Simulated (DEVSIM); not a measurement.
Device: W/SiO2/n-Si capacitor, at 400 K.

| layer (left to right) | material | thickness (nm) | Nd (cm⁻³) |
|---|---|---|---|
| 1 | SiO2 | 1.60 | - |
| 2 | Si | 13000 | 1.9e15 |

Metal gate on the left, work function 4.6 eV. Fixed charge at the semiconductor interface 3.5e10 cm⁻² (in units of +e); interface traps 3e11 cm⁻² eV⁻¹, uniform in energy, neutral level at 0.5 of the gap above the valence band.

This is a model device: material constants are rounded textbook-type values typed into the input, and sizes, dopings and lifetimes were drawn at random. Values at 300 K; Nc and Nv go as T^1.5, mobilities as T to minus their exponent, the gap by Varshni's rule with the affinity fixed.

| parameter | SiO2 | Si |
|---|---|---|
| gap (eV) | 9 | 1.124 |
| affinity (eV) | 0.9 | 4.05 |
| permittivity | 3.9 | 11.7 |
| Nc (cm⁻³) | - | 2.86e19 |
| Nv (cm⁻³) | - | 3.1e19 |
| Varshni α (eV/K) | - | 0.000473 |
| Varshni β (K) | - | 636 |

DEVSIM, 1D Poisson equation in equilibrium, Boltzmann statistics, complete ionisation; no quantum confinement or tunnelling. Metal contacts follow the ideal Schottky-Mott rule: no Fermi-level pinning, no interface dipoles.

**Question.** Tabulate band edges, carrier densities and field at -0.1 V on the gate.

**Answer.** Energies count from the Fermi level of the right contact; mesh points crowd at the junctions.

```csv
x (μm),Ec (eV),Ev (eV),n (cm⁻³),p (cm⁻³),field (V/cm)
0.000,3.800,-5.200,< 1e2,< 1e2,-66000
0.0007917,3.795,-5.205,< 1e2,< 1e2,-66000
0.001587,3.789,-5.210,< 1e2,< 1e2,-49000
0.002970,0.638,-0.459,4.1e11,7.9e13,-12000
0.008183,0.631,-0.465,4.9e11,6.6e13,-12000
0.01791,0.620,-0.477,6.9e11,4.7e13,-12000
0.03984,0.594,-0.502,1.4e12,2.3e13,-11000
0.1210,0.513,-0.583,1.5e13,2.1e12,-8800
0.2724,0.412,-0.684,2.8e14,1.1e11,-4600
0.6140,0.350,-0.746,1.7e15,1.9e10,-340
1.432,0.346,-0.750,1.9e15,1.7e10,≈ 0
4.236,0.346,-0.750,1.9e15,1.7e10,≈ 0
8.674,0.346,-0.750,1.9e15,1.7e10,≈ 0
11.08,0.346,-0.750,1.9e15,1.7e10,≈ 0
12.35,0.346,-0.750,1.9e15,1.7e10,≈ 0
12.72,0.346,-0.750,1.9e15,1.7e10,≈ 0
12.88,0.346,-0.750,1.9e15,1.7e10,≈ 0
12.95,0.346,-0.750,1.9e15,1.7e10,≈ 0
12.98,0.346,-0.750,1.9e15,1.7e10,≈ 0
12.99,0.346,-0.750,1.9e15,1.7e10,≈ 0
13.00,0.346,-0.750,1.9e15,1.7e10,≈ 0
13.00,0.346,-0.750,1.9e15,1.7e10,≈ 0
```
